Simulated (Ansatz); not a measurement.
V2O5 (C2/c), PBEsol, rigid bands (Ansatz, an electronic-structure program): N_c = 1.65e20 cm⁻³ at 300 K and an electron conductivity mass of 2.27 mₑ along y (a = (5.93, -2.32, 0.00) Å; b = (5.93, 2.32, 0.00) Å; c = (-1.25, 0.00, 5.15) Å).

For 1e17 electrons per cm³ at 300 K, place the Fermi level, estimate the Seebeck coefficient of a parabolic band with constant τ, and give mobility and conductivity for τ = 5 fs.

The level lies k_BT ln(N_c/n) = 0.192 eV below the conduction-band minimum. S ≈ −(k_B/e)[ln(N_c/n) + 5/2] = -854 μV/K, against -838 μV/K from the full bands (mean over directions). μ = eτ/m = 3.87 cm²/(V·s) and σ = neμ = 0.0621 S/cm. τ is assumed, not computed.

Band transport and this doping are assumed; polarons and phonon drag are left out. Spin-orbit coupling is left out.

Computed structure with no diffraction record at hand here (it may be known, metastable or hypothetical): V2O5 (C2/c). Treated as nonmagnetic, magnetic states not searched for: V2O5 (C2/c).
